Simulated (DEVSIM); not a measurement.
Structure: Al/SiO2/n-Si capacitor, at 300 K.

| layer (left to right) | material | thickness (nm) | Nd (cm⁻³) |
|---|---|---|---|
| 1 | SiO2 | 7.00 | - |
| 2 | Si | 810 | 5e17 |

Metal gate on the left, work function 4.1 eV. Fixed charge at the semiconductor interface 3.7e10 cm⁻² (in units of +e); interface traps 1.2e10 cm⁻² eV⁻¹, uniform in energy, neutral level at 0.7 of the gap above the valence band.

This is a model device: material constants are rounded textbook-type values typed into the input, and sizes, dopings and lifetimes were drawn at random. Values at 300 K.

```
parameter      SiO2       Si
-------------  ----  -------
gap (eV)          9    1.124
affinity (eV)   0.9     4.05
permittivity    3.9     11.7
Nc (cm⁻³)         -  2.86e19
Nv (cm⁻³)         -   3.1e19
```

Simulated with DEVSIM: 1D Poisson equation in equilibrium, Boltzmann statistics, complete ionisation; no quantum confinement or tunnelling. Metal contacts follow the ideal Schottky-Mott rule: no Fermi-level pinning, no interface dipoles.

The SiO2 thickness was swept, all else fixed.

```json
[
 {"SiO2 thickness (μm)": "0.0028", "capacitance of the dielectric stack (μF/cm²)": "1.23", "minimum of the low-frequency capacitance (μF/cm²)": "0.202"},
 {"SiO2 thickness (μm)": "0.0039", "capacitance of the dielectric stack (μF/cm²)": "0.885", "minimum of the low-frequency capacitance (μF/cm²)": "0.190"},
 {"SiO2 thickness (μm)": "0.0049", "capacitance of the dielectric stack (μF/cm²)": "0.705", "minimum of the low-frequency capacitance (μF/cm²)": "0.177"},
 {"SiO2 thickness (μm)": "0.0059", "capacitance of the dielectric stack (μF/cm²)": "0.585", "minimum of the low-frequency capacitance (μF/cm²)": "0.172"},
 {"SiO2 thickness (μm)": "0.007", "capacitance of the dielectric stack (μF/cm²)": "0.493", "minimum of the low-frequency capacitance (μF/cm²)": "?"},
 {"SiO2 thickness (μm)": "0.0084", "capacitance of the dielectric stack (μF/cm²)": "0.411", "minimum of the low-frequency capacitance (μF/cm²)": "0.151"}
]
```

Q: Some entries are withheld; supply them.

A: 
- 0.007, minimum of the low-frequency capacitance (μF/cm²): 0.160
